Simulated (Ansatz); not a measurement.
The parent structure is InP in the zinc blende structure (space group F-43m, No. 216; a = 5.879 Å).

Method: PBEsol, PAW, 420 eV (Ansatz, a program for electronic structure; no spin-orbit coupling).

For the base:

The electron mass comes out as 0.046 mₑ (at Γ) and the hole mass is 0.045, 0.43, 0.43 mₑ (at Γ).

It is then changed as follows: every lattice vector is shortened by 5.28 %; the atoms relax in the strained cell.

Q: Predict the new energy relative to the base.

A: The energy increases by 161 meV/atom.

Q: What does the calculation give for the electron mass after the change?

A: The electron mass becomes 1.9 mₑ along k, 0.24 mₑ across (at X) (base: 0.046 mₑ (at Γ)).

Q: Predict the new hole mass.

A: The hole mass (degenerate bands, along [100]) goes from 0.045, 0.43, 0.43 mₑ (at Γ) to 0.10, 0.35, 0.35 mₑ (at Γ).

The levels and masses belong to the bands next to the band gap. Effective masses come from finite differences of ±0.01 Å⁻¹. Along k means along the line from Γ to the band edge. Whether these cells are dynamically stable was not tested.
